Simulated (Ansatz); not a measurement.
**A computed series for TiAl: response to strain**

Base system: TiAl (space group P4/mmm, No. 123; a = 2.766 Å, c = 4.002 Å; relaxed with 0.1 eV smearing). Axes: x, y, z lie along a, b, c of the conventional cell.

Strains are applied to the cell and any free atomic positions relax.

Method: Kohn–Sham DFT with the LDA functional, run in Ansatz (an electronic-structure program) with PAW and 420 eV plane waves, spin-orbit coupling left out.

Notes on the quantities. pressure: mean of the normal stresses, compression positive; energy relative to the base: free energy F.

```json
[
 {"variant": "base", "pressure": "0.0 GPa", "energy relative to the base": "0 meV/atom", "volume per atom": "15.31 Å³"},
 {"variant": "uniaxial strain ε_zz = −3.00 %", "pressure": "4.0 GPa", "energy relative to the base": "+7.8 meV/atom", "volume per atom": "14.85 Å³"},
 {"variant": "uniaxial strain ε_zz = −2.50 %", "pressure": "3.3 GPa", "energy relative to the base": "+5.4 meV/atom", "volume per atom": "14.93 Å³"},
 {"variant": "uniaxial strain ε_zz = −1.00 %", "pressure": "1.3 GPa", "energy relative to the base": "+0.9 meV/atom", "volume per atom": "15.16 Å³"},
 {"variant": "uniaxial strain ε_zz = −0.50 %", "pressure": "0.6 GPa", "energy relative to the base": "+0.2 meV/atom", "volume per atom": "15.23 Å³"},
 {"variant": "uniaxial strain ε_zz = +0.50 %", "pressure": "-0.6 GPa", "energy relative to the base": "+0.2 meV/atom", "volume per atom": "15.39 Å³"},
 {"variant": "uniaxial strain ε_zz = +1.00 %", "pressure": "-1.2 GPa", "energy relative to the base": "+0.9 meV/atom", "volume per atom": "15.46 Å³"},
 {"variant": "uniaxial strain ε_zz = +1.50 %", "pressure": "-1.8 GPa", "energy relative to the base": "+1.9 meV/atom", "volume per atom": "15.54 Å³"},
 {"variant": "uniaxial strain ε_zz = +2.50 %", "pressure": "…", "energy relative to the base": "…", "volume per atom": "15.69 Å³"},
 {"variant": "uniaxial strain ε_zz = +3.00 %", "pressure": "-3.5 GPa", "energy relative to the base": "+7.6 meV/atom", "volume per atom": "15.77 Å³"}
]
```

Fill in the withheld entries from the trend.


- uniaxial strain ε_zz = +2.50 %, pressure: -3.0 GPa
- uniaxial strain ε_zz = +2.50 %, energy relative to the base: +5.3 meV/atom

Whether these cells are dynamically stable was not tested. The final runs are not spin-polarised.
